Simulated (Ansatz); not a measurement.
## GaN, pressure series

The reference is GaN in the zinc blende structure (space group F-43m, No. 216; a = 4.549 Å).

Cell and atoms are relaxed at each pressure.

All numbers come from PBE, PAW, 420 eV (Ansatz, an electronic-structure program; no spin-orbit coupling).

Candidates:
(a) pressure −2 GPa
(b) pressure 1.8 GPa
(c) pressure −1 GPa

Base values:

| Item | Result |
|---|---|
| Band gap | 1.54 eV |

Question: Order them by band gap, highest first.

Answer: (b) pressure 1.8 GPa (1.61 eV), (c) pressure −1 GPa (1.50 eV), (a) pressure −2 GPa (1.46 eV)

Load acts through the strain it causes; cell and atoms are relaxed under it. No phonon test of stability was made. This is not the structure that GaN has at room temperature and ambient pressure.
